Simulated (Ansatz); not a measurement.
SiGe (model structure, Pmma, No. 51, 4 atoms in the cell), treated with r²SCAN (plane waves, PAW; Ansatz, a quantum-chemistry and plane-wave program).

Settings: plane-wave cutoff 560 eV, 10×10×6 k mesh (along the axes of the cell as run), Fermi–Dirac smearing 0.01 eV, scalar-relativistic PAW data made under PBE.

Cell (relaxed at this level):

GeSi has the orthorhombic space group Pmma (No. 51), Pearson symbol oP4. Lattice parameters: a = 3.922 Å, b = 3.927 Å, c = 5.548 Å, α = 90.00°, β = 90.00°, γ = 90.00°. Si on 2e sees 2 Si at 2.370 Å and 2 Ge at 2.402 Å (tetrahedral). Ge on 2f is coordinated by 2 Si at 2.402 Å and 2 Ge at 2.438 Å (tetrahedral). (Neighbours: up to the widest gap in distance over summed covalent radii, below 1.35, at either atom.)

Q: What does this level give for the band gap and smallest direct gap on the k points sampled?

A: 
band gap: 0.59 eV (indirect)
smallest direct gap on the k points sampled: 0.80 eV

Note: the relaxation could raise the start's symmetry but not lower it, so the cell can be a saddle point.

Spin–orbit coupling is not included.

Static lattice: no zero-point or thermal effects.

A model structure was made by putting elements into a prototype or built by hand; it is no filed structure, need not be a known phase, and can be a saddle point held by its symmetry.
